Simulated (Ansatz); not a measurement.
Start from TiAl (space group P4/mmm, No. 123; a = 2.813 Å, c = 4.058 Å). Axes: x, y, z lie along a, b, c of the conventional cell.

Level of theory: r2SCAN/PAW in Ansatz (a first-principles code), scalar-relativistic without spin-orbit coupling.

Strains are applied to the cell and any free atomic positions relax; under biaxial strain the out-of-plane vector relaxes too.

One change was made to it. Results:

```csv
quantity,base,after
"pressure (mean of the normal stresses, compression positive)",0.0 GPa,-2.9 GPa
shortest interatomic distance,2.813 Å,2.840 Å
```

Task: Which change produced these results?
A) biaxial strain +2.58 %, plane normal [001], relaxed out of plane
B) biaxial strain −0.72 %, plane normal [001], relaxed out of plane
C) biaxial strain −2.66 %, plane normal [001], relaxed out of plane
D) uniaxial strain ε_xx = +0.94 %

Result: A, biaxial strain +2.58 %, plane normal [001], relaxed out of plane. For comparison, the pressure in the other runs: biaxial strain −0.72 %, plane normal [001], relaxed out of plane gives 1.0 GPa; biaxial strain −2.66 %, plane normal [001], relaxed out of plane gives 3.8 GPa; uniaxial strain ε_xx = +0.94 % gives -1.1 GPa.

Without a gap, meshes like the base's 16×16×12 leave anisotropic stresses uncertain by several tenths of a GPa, and small strain energies with them. Whether these cells are dynamically stable was not tested. The final runs are not spin-polarised.
